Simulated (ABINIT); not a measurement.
Parameter sweep on CsLi2Cl3 (Immm, 6 atoms in the cell)

```cif
data_Cl6Cs2Li4
_chemical_formula_sum 'Cs2 Li4 Cl6'
_space_group_name_H-M_alt 'Immm'
_space_group_IT_number 71
_space_group_name_Hall '-I 2 2'
_cell_length_a 4.54839
_cell_length_b 5.19474
_cell_length_c 12.29720
_cell_angle_alpha 90.000
_cell_angle_beta 90.000
_cell_angle_gamma 90.000
loop_
_atom_site_label
_atom_site_type_symbol
_atom_site_symmetry_multiplicity
_atom_site_Wyckoff_symbol
_atom_site_fract_x
_atom_site_fract_y
_atom_site_fract_z
_atom_site_occupancy
Cs1 Cs 2 c 0.00000 0.00000 0.50000 1
Li1 Li 4 i 0.00000 0.00000 0.19226 1
Cl1 Cl 4 j 0.00000 0.50000 0.23006 1
Cl2 Cl 2 a 0.00000 0.00000 0.00000 1
```
(The calculation used a cell of 6 atoms; values per cell refer to that cell.)

Base run A: LDA (PW92), norm-conserving pseudopotentials (PseudoDojo nc-sr-04 LDA standard) run with ABINIT, self-consistent single point.

Its settings: pseudos = [Cs.upf, Li.upf, Cl.upf]; ecut = 37 Ha; ixc = 7; occopt = 1; ngkpt = 6 6 6; nshiftk = 1; shiftk = 0.5 0.5 0.5; potentials = PseudoDojo nc-sr-04 LDA standard; nband = 22; kptopt = 1; nstep = 80; tolvrs = 1e-10; diemac = 6.

The starting cell comes from a database of computed structures (which also holds hypothetical and non-ambient phases and stackings), without a prior relaxation at this level. The shifted mesh does not hold Γ, so a gap read on it misses any band edge there.

Runs:
- B: ixc: 7 → -116133; ngkpt: 6 6 6 → 3 3 3; potentials: PseudoDojo nc-sr-04 LDA standard → PseudoDojo nc-sr-04 PBEsol standard [PBEsol]
- C: ixc: 7 → -116133; ngkpt: 6 6 6 → 4 4 4; potentials: PseudoDojo nc-sr-04 LDA standard → PseudoDojo nc-sr-04 PBEsol standard [PBEsol]
- D: ixc: 7 → -116133; ngkpt: 6 6 6 → 5 5 5; potentials: PseudoDojo nc-sr-04 LDA standard → PseudoDojo nc-sr-04 PBEsol standard [PBEsol]

```csv
run,pressure (GPa),largest force (eV/Å),gap on the mesh (eV),k-points
A,-2.25,0.018,5.118,45
B,-0.66,0.016,5.516,8
C,-0.66,0.016,5.401,17
D,-0.66,0.016,5.345,27
```

Run D against A: The pressure goes from -2.25 to -0.66 GPa, the largest force moves little (0.018 to 0.016 eV/Å) and the gap on the mesh goes from 5.118 to 5.345 eV.

Run C against A: The pressure goes from -2.25 to -0.66 GPa, the largest force moves little (0.018 to 0.016 eV/Å) and the gap on the mesh goes from 5.118 to 5.401 eV.
